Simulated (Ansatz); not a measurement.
The reference is a 16-atom supercell of AlCr₂C (space group P6_3/mmc, No. 194; non-magnetic) at its relaxed geometry.

```yaml
crystal:
  lattice:
    - [4.21777, -2.43513, 0.00000]
    - [1.40592, 2.43513, 0.00000]
    - [0.00000, 0.00000, 12.59915]
  atoms:
    - { symbol: Al, position: [0.83333, 0.50000, 0.75000] }
    - { symbol: Al, position: [0.33333, 0.00000, 0.75000] }
    - { symbol: Al, position: [0.16667, 0.50000, 0.25000] }
    - { symbol: Al, position: [0.66667, 0.00000, 0.25000] }
    - { symbol: Cr, position: [0.83333, 0.50000, 0.08437] }
    - { symbol: Cr, position: [0.33333, 0.00000, 0.08437] }
    - { symbol: Cr, position: [0.16667, 0.50000, 0.58437] }
    - { symbol: Cr, position: [0.66667, 0.00000, 0.58437] }
    - { symbol: Cr, position: [0.16667, 0.50000, 0.91563] }
    - { symbol: Cr, position: [0.66667, 0.00000, 0.91563] }
    - { symbol: Cr, position: [0.83333, 0.50000, 0.41563] }
    - { symbol: Cr, position: [0.33333, 0.00000, 0.41563] }
    - { symbol: C, position: [0.00000, 0.00000, 0.00000] }
    - { symbol: C, position: [0.50000, 0.50000, 0.00000] }
    - { symbol: C, position: [0.00000, 0.00000, 0.50000] }
    - { symbol: C, position: [0.50000, 0.50000, 0.50000] }
```

Calculations: PBEsol/PAW in Ansatz (an electronic-structure program), scalar-relativistic without spin-orbit coupling.

Base values:

| Item | Value |
|---|---|
| Pressure | 0.0 GPa |
| Mean distance from the defect site to its nearest host atoms | 1.94 Å |

Perturbation: one C atom is removed, atoms relaxed at fixed cell, starting from a slightly rattled geometry.

Question: Estimate the effect on the pressure.

Answer: The pressure goes from zero to -5.7 GPa.

Question: Estimate the effect on the largest displacement of a host atom from its site in the perfect cell.

Answer: The largest displacement of a host atom from its site in the perfect cell is 0.20 Å.

Question: Predict the new mean distance from the defect site to its nearest host atoms.

Answer: The mean distance from the defect site to its nearest host atoms falls by 0.085 Å, from 1.94 Å to 1.86 Å.

The magnetic state is the one reached from the starting moments; the real material's order can differ, and small cells can't hold many antiferromagnetic ones. The cell is small, so the values are those of an ordered compound at a high defect concentration; dilute-limit values will differ. Seeded moments were not kept for C vacancy and the base. Spin-polarised in the final run: C vacancy; the other runs are not. The defect cell is spin-polarised and ends with 0.0 μB.
